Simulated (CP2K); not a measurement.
CP2K run on Ti₆PtAu (Pm-3, 8 atoms in the cell): self-consistent single point.

Level of theory: PBEsol, GPW, DZVP-MOLOPT-SR-GTH basis, GTH-PBE potentials (GTH_POTENTIALS) in CP2K.

```xyz
8
Lattice="5.0561 0.0000 0.0000 0.0000 5.0561 0.0000 0.0000 0.0000 5.0561" Properties=species:S:1:pos:R:3 pbc="T T T"
Ti     0.0000     2.5281     3.8101
Ti     0.0000     2.5281     1.2461
Ti     3.8101     0.0000     2.5281
Ti     1.2461     0.0000     2.5281
Ti     2.5281     3.8101     0.0000
Ti     2.5281     1.2461     0.0000
Pt     0.0000     0.0000     0.0000
Au     2.5281     2.5281     2.5281
```

Reference input (self-consistent single point, DFT LDA (Pade form), GPW, DZVP-MOLOPT-SR-GTH basis, GTH-PADE potentials (GTH_POTENTIALS)): CUTOFF = 600 Ry; REL_CUTOFF = 50 Ry; SMEAR/METHOD = GAUSSIAN; SIGMA = 0.136 eV; KPOINTS/SCHEME = MONKHORST-PACK 5 5 5; XC_FUNCTIONAL = PADE; Ti/BASIS_SET = DZVP-MOLOPT-SR-GTH; Ti/POTENTIAL = GTH-PADE-q12; Pt/BASIS_SET = DZVP-MOLOPT-SR-GTH; Pt/POTENTIAL = GTH-PADE-q18; Au/BASIS_SET = DZVP-MOLOPT-SR-GTH; Au/POTENTIAL = GTH-PADE-q11. This run's input differs from it in these lines:

```diff
@@ -42,3 +42,6 @@
     &XC
-      &XC_FUNCTIONAL PADE
+      &XC_FUNCTIONAL
+        &PBE
+          PARAMETRIZATION PBESOL
+        &END PBE
       &END XC_FUNCTIONAL
@@ -78,3 +81,3 @@
       BASIS_SET DZVP-MOLOPT-SR-GTH
-      POTENTIAL GTH-PADE-q12
+      POTENTIAL GTH-PBE-q12
     &END KIND
@@ -82,3 +85,3 @@
       BASIS_SET DZVP-MOLOPT-SR-GTH
-      POTENTIAL GTH-PADE-q18
+      POTENTIAL GTH-PBE-q18
     &END KIND
@@ -86,3 +89,3 @@
       BASIS_SET DZVP-MOLOPT-SR-GTH
-      POTENTIAL GTH-PADE-q11
+      POTENTIAL GTH-PBE-q11
     &END KIND
```

Output (repeated stretches shortened):

```
 SCF WAVEFUNCTION OPTIMIZATION

  Step     Update method      Time    Convergence         Total energy    Change
     1 NoMix/Diag. 0.30E+00      -     1.66673177      -504.4559152755 -5.04E+02
     2 Broy./Diag. 0.30E+00      -     0.40376644      -508.5010303529 -4.05E+00
     3 Broy./Diag. 0.30E+00      -     0.11512358      -505.1702758880  3.33E+00
     4 Broy./Diag. 0.30E+00      -     0.01902328      -503.4778911524  1.69E+00
     5 Broy./Diag. 0.30E+00      -     0.01129112      -502.2107129611  1.27E+00
     6 Broy./Diag. 0.30E+00      -     0.00983075      -501.8992850457  3.11E-01
   [... 6 lines left out ...]
    13 Broy./Diag. 0.30E+00      -     0.00001698      -502.0203355514 -1.07E-04
    14 Broy./Diag. 0.30E+00      -     0.00000324      -502.0203407325 -5.18E-06
    15 Broy./Diag. 0.30E+00      -     0.00000126      -502.0203366350  4.10E-06
    16 Broy./Diag. 0.30E+00      -     0.00000016      -502.0203357060  9.29E-07
  *** SCF run converged in    16 steps ***

  Overlap energy of the core charge distribution:               0.00000000000681
  Self energy of the core charge distribution:               -882.04523764937960
  Core Hamiltonian energy:                                    221.13996403638316
  Hartree energy:                                             219.08092297528759
  Exchange-correlation energy:                                -60.19255216767651
  Smearing free energy correction:                             -0.00343289963233
  Fermi energy:                                                 0.43939368267254

  Total energy:                                              -502.02033570604209
  Total energy (extrapolated to sigma->0):                   -502.01861925622592

                     Mulliken Population Analysis

   [... lines left out ...]

 STRESS| Analytical stress tensor [bar]
 STRESS|                        x                   y                   z
 STRESS|      x       -2.74826207748E+04   4.98890802454E-05   2.23564930106E-05
 STRESS|      y        4.98890802454E-05  -2.74826270163E+04  -3.07808941279E-05
 STRESS|      z        2.23564930106E-05  -3.07808941279E-05  -2.74826477836E+04
 STRESS| 1/3 Trace                                            -2.74826318582E+04
```

The run converged in 16 iterations. Against the reference run the pressure goes from -11.46 to -2.75 GPa and the largest force goes from 0.262 to 0.081 eV/Å.

The starting cell comes from a database of computed structures (which also holds hypothetical and non-ambient phases and stackings), without a prior relaxation at this level. Spin polarisation is off. Values carry the incompleteness of an atom-centred basis. The potentials were made for another functional than the one used.

Cost on one core of a shared machine: roughly 90 s.
